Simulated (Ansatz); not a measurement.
Data:

```
CELL_PARAMETERS angstrom
      0.00000     2.74183     2.74183
      2.74183     0.00000     2.74183
      2.74183     2.74183     0.00000
ATOMIC_POSITIONS crystal
  Si 0.25000 0.25000 0.25000
  Si 0.00000 0.00000 0.00000
```

All values below come from r2SCAN with spin-orbit coupling, rigid bands (plane waves, PAW; Ansatz, a program for electronic structure). Condition of this run: hydrostatic pressure -2 GPa (the target of the relaxation). Geometry: cell and atoms relaxed with r2SCAN, then loaded as said.

Predict the hole conductivity mass (n e² τ/σ) at 300 K, by direction if it differs.

0.35 mₑ.

Predict the electron conductivity mass (n e² τ/σ) at 300 K, by direction if it differs.

0.28 mₑ.

And the band gap?

0.79 eV at this level; semilocal functionals usually fall short of the measured gap.

Rigid bands, one relaxation time for all states, no polarons.
